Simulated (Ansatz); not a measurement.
**Al on the 1x1 (0001) surface of hcp Ru, one in a 2x2 cell, started at the site 'hollow Ru-Ru-Ru'**

All values below come from PBE (plane waves to 420 eV, PAW; Ansatz, a quantum-chemistry and plane-wave program).

Set-up: 17 atoms, 6.3 Å thick at the start under the adsorbate (thin: gaps and levels are the slab's own); mesh 6x6x1; 0.1 eV smearing; dipole correction on; 8 atoms held, the rest relaxed; start symmetry kept, larger cells not searched; no spin, no spin-orbit, no U, no dispersion correction. At the end it is bonded to 3 Ru. In PBE this state lies 0.12 eV over the lowest of the starts that converged ('hollow Ru-Ru-Ru over Ru at depth 2.1 Å').

| Item | Result |
|---|---|
| adsorption energy against an atom of fcc Al | -0.44 eV |
| work function of the top face | 4.04 eV |
| change of the work function | -0.96 eV |
| change of the step from the bottom to the top vacuum level, against the clean slab | -0.95 eV |
| energy released by relaxation | 0.29 eV |
| height of the binding atom over the mean of the host atoms within 0.3 Å of the top one | 1.905 Å |
| nearest host atoms of the binding atom | Ru at 2.50 Å, Ru at 2.50 Å, Ru at 2.50 Å |
| largest move of a host atom | 0.06 Å |
| cost | very roughly 6 core-minutes |

A negative adsorption energy means that the adsorbate is more stable on the surface than in its reference.
